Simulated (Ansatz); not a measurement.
TaRu (P4/mmm, No. 123, 2 atoms in the cell; start mp-1217908) was calculated with PBEsol (Ansatz, a program for electronic structure, plane waves, PAW).

Input file:

Ansatz 0.2 input:
```yaml
crystal:
  lattice:
    - [2.1247492288, -2.1248358364, 0.0]
    - [2.1247492288, 2.1248358364, 0.0]
    - [0.0, 0.0, 3.3611158718]
  atoms:
    - { symbol: Ta, position: [0.5, 0.5, 0.5] }
    - { symbol: Ru, position: [0.0, 0.0, 0.0] }
basis:
  ecutwfc: 520
  ecutrho_ratio: 4
  xc_grid: 2
kpoints:
  mp_grid: { grid: [20, 20, 14] }
hamiltonian:
  xc: pbesol
  dispersion: none
  pseudopotentials: { azcp: { folder: ./paw }, kind: paw }
scf:
  occupations: { method: fermi_dirac, width: 0.05 }
output:
  forces: true
  stress: true
  eigenvalues: true
relax:
  f_tol: 0.004
  escape_saddle: false
  max_steps: 80
  cell: { stress_tol: 0.02, fix: [volume] }
```

Excerpt of the program's output:

```
WARN 8 symmetry operations that the atoms keep within the bar at which the run's group was sought (crystal.symmetry.tolerance 1.0e-5, or twice it) were not …
Relaxation: its limit of steps is 80 (relax.max_steps)
Crystal: 2 atoms, lattice volume = 30.349 Å³
Basis set: ecut = 520 eV, 821 PW (Γ), exchange–correlation on 48×48×50 points (8 copies of the dense FFT grid, shifted against one another)
Bands: 19, of which v1, the nominal top of the filled ones, is band 15 counted from 1 (14 counted from 0)
Symmetry: 8 space group operations
Space group: Cmmm (ITA 65), of the structure as read, at distance tolerance 3.1e-5 Å
k-points: 888 of 5600
Initial density: superposition of atomic densities (chi_scale 0.1, normalization cell, long waves kept (reshape's long-wave potential 0.00 eV rms))
Functional: x = pbesol(κ = 0.804, μ = 0.12345679012345678), c = pbesol(β = 0.046)
SCF iter   1: F=—  HF=-15628.606921 eV  |F-HF|=—  |Δ(HF+E_count)|=         —  Δρ=2.47e-1  dr2=3.05e1
SCF iter   2: F=—  HF=-15626.476482 eV  |F-HF|=—  |Δ(HF+E_count)|=    2.13e0  Δρ=1.73e-1  dr2=1.62e1
  ...
SCF 1 converged in 8 iterations: F = -15624.544763 eV  dr2 = 2.06e-8
Crystal: 2 atoms, lattice volume = 30.349 Å³
Initial density: handed on by an earlier stage of this run
SCF 2 converged in 6 iterations: F = -15624.544761 eV  dr2 = 8.23e-14
Crystal: 2 atoms, lattice volume = 30.349 Å³
SCF 3 converged in 9 iterations: F = -15624.544767 eV  dr2 = 6.48e-18
Crystal: 2 atoms, lattice volume = 30.349 Å³
SCF iter   8: F=-15624.544767 eV  HF=-15624.544767 eV  |F-HF|=3.64e-12  |Δ(HF+E_count)|=  7.28e-12  Δρ=2.10e-9  dr2=2.03e-15
SCF iter   9: F=-15624.544767 eV  HF=-15624.544767 eV  |F-HF|=1.27e-11  |Δ(HF+E_count)|=  9.09e-12  Δρ=8.87e-10  dr2=3.69e-16
SCF 4 converged in 9 iterations: F = -15624.544767 eV  dr2 = 3.69e-16
SCF converged after 9 iterations
Free energy (F): -15624.544767 eV
Internal energy: -15624.530731 eV  (E = F + TS)
E sigma→0 (E₀):  -15624.537749 eV
Fermi energy:    22.113379 eV
--- Forces (eV/Å), atoms counted from 1 ---
  atom   1  Ta     0.00000000     0.00000000     0.00000000
  atom   2  Ru     0.00000000    -0.00000000     0.00000000
--- Stress (GPa, compression-positive) ---
        5.782683       0.000000       0.000000
        0.000000       5.780845       0.000000
        0.000000       0.000000       5.782022
  P = ⅓ Tr σ = 5.7819 GPa (57.819 kbar)
```

The cell is one volume of an energy–volume scan, off the minimum.

The PAW data were made under PBE.

Note: the run has no spin polarisation, so it can have missed a magnetic state. Note: the relaxation could not lower the start's symmetry, so the cell can be a saddle point above a distorted one.

A start named mp-… is a Materials Project structure, which need not be a measured phase.
